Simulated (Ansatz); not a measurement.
Structures of equal composition on the (100) surface of rock-salt TiN: C on all N sites of the second plane; C on all N sites of the top plane. The slabs share one bottom face, and each structure is named by its start. These are constructed structures in small cells; real faces may alloy, dewet or reconstruct in larger ones, and not all known structures of the face are among them. Slabs of about 13 Å, Fermi-Dirac smearing of 0.1 eV. Bottom of the slabs: a bare face, its two planes held. Relaxed from the named starts with such symmetry as they have, on meshes of like density; energies extrapolated to zero smearing; spin only where a row says so; no spin-orbit coupling, no U. Brackets mark spin-polarised runs, whose order is one that fits the cell.

Computed with PBE (plane waves to 420 eV, PAW; Ansatz, a quantum-chemistry and plane-wave program).

Q: Rank these by energy per 1x1 cell (lowest first), as PBE gives it.

A: C on all N sites of the second plane (0.000 eV), C on all N sites of the top plane (0.415 eV)
